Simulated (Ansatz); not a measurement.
C (model structure, Ibam, No. 72, 6 atoms in the cell) was calculated with HSE06 in Ansatz (plane waves, PAW).

The input as run:

Ansatz 0.2 input:
```yaml
crystal:
  lattice:
    - [3.6076932136, -1.32281032, -0.0562354558]
    - [3.6076932136, 1.32281032, -0.0562354558]
    - [-2.9344360034, 0.0, 3.6010255883]
  atoms:
    - { symbol: C, position: [0.3471892502, 0.9930843059, 0.6701372849] }
    - { symbol: C, position: [0.6528107498, 0.0069156941, 0.3298627151] }
    - { symbol: C, position: [0.0069156941, 0.6528107498, 0.8298627151] }
    - { symbol: C, position: [0.9930843059, 0.3471892502, 0.1701372849] }
    - { symbol: C, position: [1.0000031664, -0.0000031664, 0.25] }
    - { symbol: C, position: [-0.0000031664, 1.0000031664, 0.75] }
basis:
  ecutwfc: 460
  ecutrho_ratio: 4
  xc_grid: 2
kpoints:
  mp_grid: { grid: [10, 10, 10] }
  band_path: { path: [[0, 0, 0], [0.454542, 0.454542, 0.000006]], npoints: 1 }
hamiltonian:
  xc: hse06
  dispersion: none
  pseudopotentials: { kind: paw }
scf:
  occupations: { method: fermi_dirac, width: 0.01 }
  convergence: { dr2_threshold: 0.0000000006 }
output:
  forces: true
  stress: true
  eigenvalues: true
  write_bands: true
```

The run printed, among other lines:

```
WARN 4 symmetry operations that the atoms keep within the bar at which the run's group was sought (crystal.symmetry.tolerance 1.0e-5, or twice it) were not …
WARN output.stress: scf.exx.energy_threshold = 1e-6 eV is looser than the 6e-8 eV advised for a stress under a hybrid functional (1e-8 eV for each atom of the …
Crystal: 6 atoms, lattice volume = 33.934 Å³
Basis set: ecut = 460 eV, 769 PW (Γ), exchange–correlation on 54×54×72 points (8 copies of the dense FFT grid, shifted against one another)
Bands: 18, of which v1, the nominal top of the filled ones, is band 12 counted from 1 (11 counted from 0)
Symmetry: 4 space group operations
k-points: 282 of 1000
SCF iter   1: F=—  HF=-1499.108365 eV  |F-HF|=—  |Δ(HF+E_count)|=         —  Δρ=1.27e-2  dr2=2.29e-2
SCF iter   2: F=—  HF=-1499.105377 eV  |F-HF|=—  |Δ(HF+E_count)|=   2.99e-3  Δρ=5.95e-3  dr2=4.33e-3
  ...
Crystal: 6 atoms, lattice volume = 33.934 Å³
Initial density: handed on by an earlier stage of this run
Crystal: 6 atoms, lattice volume = 33.934 Å³
SCF iter   4: F=—  HF=-1499.243371 eV  |F-HF|=—  |Δ(HF+E_count)|=   5.72e-9  Δρ=1.10e-6  dr2=6.03e-10
SCF iter   5: F=-1499.243371 eV  HF=-1499.243371 eV  |F-HF|=1.80e-10  |Δ(HF+E_count)|=   4.04e-9  Δρ=1.04e-6  dr2=2.78e-10
SCF 3 converged in 5 iterations: F = -1499.243371 eV  dr2 = 2.78e-10
Free energy (F): -1499.243371 eV
Internal energy: -1499.243371 eV  (E = F + TS)
E sigma→0 (E₀):  -1499.243371 eV
Fermi energy:    15.188297 eV
--- Forces (eV/Å), atoms counted from 1 ---
  atom   1  C     -0.03767552     0.07796479    -0.03077929
  atom   2  C      0.03767552    -0.07796479     0.03077929
  atom   3  C      0.03767552     0.07796479     0.03077929
  atom   4  C     -0.03767552    -0.07796479    -0.03077929
  atom   5  C      0.00000000     0.00017166     0.00000000
  atom   6  C      0.00000000    -0.00017166     0.00000000
--- Stress (GPa, compression-positive) ---
       -4.357280      -0.000000       1.310724
       -0.000000      -2.176902       0.000000
        1.310718       0.000000      -4.905025
  P = ⅓ Tr σ = -3.8131 GPa (-38.131 kbar)
```

The PAW data were made under PBE.

Note: the relaxation could raise the start's symmetry but not lower it, so the cell can be a saddle point. Note: cell and atoms aren't relaxed at this level (largest force component 0.08 eV/Å, pressure -3.8 GPa).

A model structure was made by putting elements into a prototype or built by hand; it is no filed structure, need not be a known phase, and can be a saddle point held by its symmetry.

Ansatz is an electronic-structure program.
